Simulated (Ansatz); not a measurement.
A self-consistent single point of Ca2AsI (R3m, 4 atoms in the cell) with Ansatz (an electronic-structure program).

Method of the run: LDA (PW92), default PAW files made with PBE (plane waves; Ansatz).

The change in words: lattice scaled by 0.98; basis.ecutwfc: 420 eV → 190 eV. Reference geometry:
```
CELL_PARAMETERS angstrom
      2.20485     1.27297     7.47320
     -2.20485     1.27297     7.47320
      0.00000    -2.54594     7.47320
ATOMIC_POSITIONS crystal
  Ca 0.23351 0.23351 0.23351
  Ca 0.76872 0.76872 0.76872
  As 0.50000 0.50000 0.50000
  I  0.00000 0.00000 0.00000
```

Reference input (self-consistent single point, DFT, LDA (PW92), plane waves, default PAW files made with PBE): basis.ecutwfc = 420 eV; kpoints.mp_grid.grid = 5 5 5; hamiltonian.xc = lda; hamiltonian.pseudopotentials = {kind: paw} (the program's default PAW files); scf.occupations.method = fixed. This run's input differs from it in these lines:

Ansatz 0.2 input:
```diff
@@ -2,12 +2,12 @@
   lattice:
-    - [2.204845, 1.272967, 7.473200]
-    - [-2.204845, 1.272967, 7.473200]
-    - [0.000000, -2.545935, 7.473200]
+    - [2.160748, 1.247508, 7.323736]
+    - [-2.160748, 1.247508, 7.323736]
+    - [0.000000, -2.495016, 7.323736]
   atoms:
-    - { symbol: Ca, position_ang: [0.000000, -0.000000, 5.235246] }
-    - { symbol: Ca, position_ang: [-0.000000, -0.000001, 17.234350] }
-    - { symbol: As, position_ang: [0.000000, -0.000001, 11.209800] }
+    - { symbol: Ca, position_ang: [-0.000000, -0.000000, 5.130541] }
+    - { symbol: Ca, position_ang: [0.000000, 0.000000, 16.889663] }
+    - { symbol: As, position_ang: [0.000000, 0.000000, 10.985604] }
     - { symbol: I, position_ang: [0.000000, 0.000000, 0.000000] }
 basis:
-  ecutwfc: 420.0 eV
+  ecutwfc: 190.0 eV
 kpoints:
```

Log, with long lists cut:

```
SCF iter   1: F=—  HF=-15659.003063 eV  |F-HF|=—  |Δ(HF+E_count)|=         —  Δρ=4.51e-2  dr2=1.10e0  ethr=1.77e-3  ⟨swp⟩=5.0  Hψ=2134  notcnv=0  defer=69
all-band conjugate gradients solve this SCF's bands
preconditioner: auto → Resta (q_TF=auto, 2.379 Å⁻¹)
SCF iter   2: F=—  HF=-15656.725904 eV  |F-HF|=—  |Δ(HF+E_count)|=    2.28e0  Δρ=1.90e-2  dr2=2.09e-1  ethr=1.77e-3  ⟨swp⟩=2.0  Hψ=1308  notcnv=0  defer=63
   [... lines left out ...]
SCF iter   4: F=—  HF=-15656.429781 eV  |F-HF|=—  |Δ(HF+E_count)|=   5.10e-3  Δρ=9.71e-4  dr2=7.79e-4  ethr=1.84e-5  ⟨swp⟩=2.1  Hψ=812  notcnv=0  defer=74
SCF iter   5: F=—  HF=-15656.429353 eV  |F-HF|=—  |Δ(HF+E_count)|=   4.28e-4  Δρ=1.66e-4  dr2=2.67e-5  ethr=1.50e-6  ⟨swp⟩=2.1  Hψ=727  notcnv=0  defer=74
SCF iter   6: F=—  HF=-15656.429344 eV  |F-HF|=—  |Δ(HF+E_count)|=   9.24e-6  Δρ=3.30e-5  dr2=1.51e-6  ethr=5.13e-8  ⟨swp⟩=2.5  Hψ=950  notcnv=0  defer=58
SCF iter   7: F=-15656.429343 eV  HF=-15656.429343 eV  |F-HF|=3.89e-9  |Δ(HF+E_count)|=   7.80e-8  Δρ=5.54e-6  dr2=5.67e-8  ethr=1.92e-10  ⟨swp⟩=10.9  Hψ=3505  notcnv=0
SCF 1 converged in 7 iterations: F = -15656.429343 eV  dr2 = 5.67e-8
Free energy (F): -15656.429343 eV
Internal energy: -15656.429343 eV  (E = F + TS)
E sigma→0 (E₀):  -15656.429343 eV
Fermi energy:    7.354909 eV
--- Forces (eV/Å), atoms counted from 1 ---
  atom   1  Ca     0.00000000     0.00000000    -0.27884529
  atom   2  Ca     0.00000000    -0.00000000     0.09290846
  atom   3  As     0.00000000     0.00000000     0.09976996
  atom   4  I      0.00000000     0.00000000     0.08622834
--- Stress (GPa, compression-positive) ---
       -2.781167       0.000000       0.000000
        0.000000      -2.781167      -0.000000
        0.000000      -0.000000      -2.177734
  P = ⅓ Tr σ = -2.5800 GPa (-25.800 kbar)
  The stress holds the Pulay correction. Without it, at fixed plane waves, as pw.x and ABINIT print it: P = -164.1156 GPa
```

The run converged in 7 iterations. Against the reference run the free energy rises by 6.02 eV/atom, the pressure goes from -3.51 to -2.58 GPa, the largest force goes from 0.369 to 0.279 eV/Å and the gap on the mesh goes from 1.473 to 1.523 eV.

The starting cell comes from a database of computed structures (which also holds hypothetical and non-ambient phases and stackings), without a prior relaxation at this level. Its lattice was rescaled by up to half a per cent. One atom was moved a little off its site on purpose. For this run, on top of that: lattice scaled by 0.98. Spin-orbit coupling is off. Ansatz's pressure includes its estimate of the finite-basis (Pulay) stress. Without the estimate this run gives -164.12 GPa. The cutoff lies below the one recommended for these files.
